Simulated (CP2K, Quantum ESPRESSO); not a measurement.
A Quantum ESPRESSO input for a self-consistent single point of RbBr (Fm-3m, 2 atoms in the cell) (DFT, PBE, plane waves, PseudoDojo standard norm-conserving (PBE) pseudopotentials):

```fortran
&CONTROL
   calculation = 'scf',
   prefix = 'rbbr',
   outdir = './tmp',
   pseudo_dir = './',
   tprnfor = .true.,
   tstress = .true.,
/
&SYSTEM
   ibrav = 0,
   celldm(1) = 9.0421739518,
   nat = 2,
   ntyp = 2,
   ecutwfc = 50,
   occupations = 'fixed',
   nbnd = 12,
/
&ELECTRONS
   conv_thr = 1e-10,
   mixing_beta = 0.7,
/
ATOMIC_SPECIES
Rb    85.4678  Rb.upf
Br    79.9040  Br.upf
CELL_PARAMETERS {alat}
   0.0000000000     0.7071067812     0.7071067812
   0.7071067812     0.0000000000     0.7071067812
   0.7071067812     0.7071067812     0.0000000000
ATOMIC_POSITIONS {crystal}
Rb    0.0000000000    0.0000000000    0.0000000000
Br    0.5000000000    0.5000000000    0.5000000000
K_POINTS {automatic}
7 7 7  0 0 0
```

Write the same calculation as an input for CP2K.

This is the input that was run; spellings and numerical settings could be chosen otherwise.

```
&GLOBAL
  PROJECT rbbr
  RUN_TYPE ENERGY_FORCE
  PRINT_LEVEL MEDIUM
&END GLOBAL
&FORCE_EVAL
  METHOD Quickstep
  STRESS_TENSOR ANALYTICAL
  &DFT
    BASIS_SET_FILE_NAME BASIS_MOLOPT
    POTENTIAL_FILE_NAME GTH_POTENTIALS
    &QS
      METHOD GPW
      EPS_DEFAULT 1E-10
    &END QS
    &MGRID
      CUTOFF 500
      REL_CUTOFF 50
      NGRIDS 5
    &END MGRID
    &SCF
      SCF_GUESS ATOMIC
      EPS_SCF 1E-6
      MAX_SCF 100
      ADDED_MOS 4
      &DIAGONALIZATION
        ALGORITHM STANDARD
      &END DIAGONALIZATION
      &MIXING
        METHOD BROYDEN_MIXING
        ALPHA 0.4
        NBUFFER 8
      &END MIXING
    &END SCF
    &KPOINTS
      SCHEME MONKHORST-PACK 7 7 7
    &END KPOINTS
    &XC
      &XC_FUNCTIONAL PBE
      &END XC_FUNCTIONAL
    &END XC
    &PRINT
      &MO
        EIGENVALUES T
        OCCUPATION_NUMBERS T
        NDIGITS 8
        FILENAME mo
        &EACH
          QS_SCF 0
        &END EACH
        ADD_LAST NUMERIC
      &END MO
      &MULLIKEN ON
      &END MULLIKEN
    &END PRINT
  &END DFT
  &SUBSYS
    &CELL
      ABC 4.78491200 4.78491257 4.78491255
      ALPHA_BETA_GAMMA 60.00000648 60.00000379 60.00000391
      PERIODIC XYZ
    &END CELL
    &COORD
      SCALED
      Rb       0.00000000     0.00000000     0.00000000
      Br       0.50000000     0.50000000     0.50000000
    &END COORD
    &KIND Rb
      BASIS_SET DZVP-MOLOPT-SR-GTH
      POTENTIAL GTH-PBE-q9
    &END KIND
    &KIND Br
      BASIS_SET DZVP-MOLOPT-SR-GTH
      POTENTIAL GTH-PBE-q7
    &END KIND
  &END SUBSYS
  &PRINT
    &FORCES ON
    &END FORCES
    &STRESS_TENSOR ON
    &END STRESS_TENSOR
  &END PRINT
&END FORCE_EVAL
```

Basis settings and potentials, where a program has them, do not carry over. This input uses DFT PBE, GPW, DZVP-MOLOPT-SR-GTH basis, GTH-PBE potentials (GTH_POTENTIALS). Both were run: pressure 1.68 GPa in Quantum ESPRESSO and 1.96 in CP2K; gap on the mesh 4.466 eV in Quantum ESPRESSO and 4.495 in CP2K.

On Quantum ESPRESSO: the starting cell comes from a database of computed structures (which also holds hypothetical and non-ambient phases and stackings), without a prior relaxation at this level. Its lattice was rescaled by a random factor within 2.5 % of one. For this run, on top of that: lattice scaled by 0.98.

On CP2K: the starting cell comes from a database of computed structures (which also holds hypothetical and non-ambient phases and stackings), without a prior relaxation at this level. Its lattice was rescaled by a random factor within 2.5 % of one. For this run, on top of that: lattice scaled by 0.98. Values carry the incompleteness of an atom-centred basis.
